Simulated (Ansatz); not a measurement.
Input and output of a relaxation of cell and atoms for YCu2Ge2 (I4/mmm, 5 atoms in the cell) (Ansatz, an electronic-structure program).

Level of theory: PBEsol, PAW files made with PBE (plane waves; Ansatz).

```yaml
crystal:
  lattice:
    - [-1.99944, 1.99944, 5.09663]
    - [1.99944, -1.99944, 5.09663]
    - [1.99944, 1.99944, -5.09663]
  atoms:
    - { symbol: Y, position: [0.00000, 0.00000, 0.00000] }
    - { symbol: Cu, position: [0.75000, 0.25000, 0.50000] }
    - { symbol: Cu, position: [0.25000, 0.75000, 0.50000] }
    - { symbol: Ge, position: [0.61934, 0.61934, 0.00000] }
    - { symbol: Ge, position: [0.38066, 0.38066, 0.00000] }
```

Reference input (self-consistent single point, DFT, PBEsol, plane waves, PAW files made with PBE): basis.ecutwfc = 420 eV; kpoints.mp_grid.grid = 7 7 7; hamiltonian.xc = pbesol; hamiltonian.pseudopotentials = {kind: paw} (the program's default PAW files); scf.occupations.method = fermi_dirac; scf.occupations.width = 0.1 eV. This run's input differs from it in these lines:

```diff
@@ -25,2 +25,4 @@
     width: 0.1 eV
+relax:
+  cell: {}
 output:
```

Output (repeated stretches shortened):

```
   [... SCF lines of the steps left out ...]
relax step   1: F+E_penalty+E_count = -25482.51449419 eV  Δ(F+E_penalty+E_count) = +0.000e0 eV  max|allowed force component| = 1.030e-1 eV/Å  Δτ_max = 0.0000 Å  P = +0.090 GPa  Ω = 81.500 Å³  (12 SCF iters, dr2 threshold 1.00e-7 eV, accepted)
relax step   2: F+E_penalty+E_count = -25482.51497570 eV  Δ(F+E_penalty+E_count) = -4.815e-4 eV  max|allowed force component| = 2.901e-2 eV/Å  Δτ_max = 0.0042 Å  P = -0.077 GPa  Ω = 81.641 Å³  energy of the carried Pulay correction = -5.118e-5 eV  [...]
relax step   3: F+E_penalty+E_count = -25482.51505477 eV  Δ(F+E_penalty+E_count) = -7.907e-5 eV  max|allowed force component| = 2.288e-3 eV/Å  Δτ_max = 0.0017 Å  P = +0.019 GPa  Ω = 81.583 Å³  energy of the carried Pulay correction = -2.997e-5 eV  [...]
relax step   4: F+E_penalty+E_count = -25482.51506981 eV  Δ(F+E_penalty+E_count) = -1.504e-5 eV  max|allowed force component| = 2.290e-3 eV/Å  Δτ_max = 0.0000 Å  P = +0.020 GPa  Ω = 81.583 Å³  stress off target by 2.59e-2 GPa  SCF on the basis [...]
basis re-selected at this cell: Δ(F+E_penalty+E_count) = -1.504e-5 eV, ΔP = +0.000 GPa vs the last step
the relaxation is at rest under the 16 symmetry operations that the run kept from its start: a minimum is not shown …
Free energy (F): -25482.515070 eV
Internal energy: -25482.480517 eV  (E = F + TS)
E sigma→0 (E₀):  -25482.497793 eV
Entropy (-TS):   -0.034553 eV (-6.911 meV/atom)
Fermi energy:    13.948628 eV
--- Forces (eV/Å), atoms counted from 1 ---
  atom   1  Y      0.00000000     0.00000000     0.00000000
   [... lines left out ...]
  cell:  # Å, volume = 81.5830 Å³
   [... lines left out ...]
    - { symbol: Cu, position: [0.75, 0.24999999999999994, 0.49999999999999994] }
    - { symbol: Cu, position: [0.24999999999999994, 0.75, 0.49999999999999994] }
    - { symbol: Ge, position: [0.6199208754087917, 0.6199208754087917, -1.3779984788771773e-35] }
    - { symbol: Ge, position: [0.38007912459120824, 0.38007912459120824, -1.3878419956068544e-35] }
```

The run converged.  The full log also holds: “iter 5 did not close the SCF: its close was put off for the readings that it lacked (scf_convergence_deferred on its scf_iter line)”. The full log also holds: “iter 5 did not close the SCF: its close was put off for the readings that it lacked (scf_convergence_deferred on its scf_iter line)”.

Summary of the result:
| Quantity | Result |
|---|---|
| Free energy E − TS (on the zero of these files) | -25482.5151 eV |
| Fermi level (on the code's own zero) | 13.95 eV |
| Pressure | 0.02 GPa |
| Largest force (vector length) | 0.002 eV/Å |
| Final cell | a = 5.828 Å, b = 5.828 Å, c = 5.828 Å, α = 139.84°, β = 139.84°, γ = 58.10° |
| Final volume per atom | 16.32 Å³ |
| Relaxation steps | 4 |

The starting cell comes from a database of computed structures (which also holds hypothetical and non-ambient phases and stackings), without a prior relaxation at this level. Its lattice was rescaled by a random factor within 2.5 % of one. Spin polarisation is off. The relaxation keeps the symmetry of its start, so its end need not be a minimum. Ansatz's pressure includes its estimate of the finite-basis (Pulay) stress.

Cost on one core of a shared machine: roughly 40 s.

Keys are those of Ansatz 0.2.
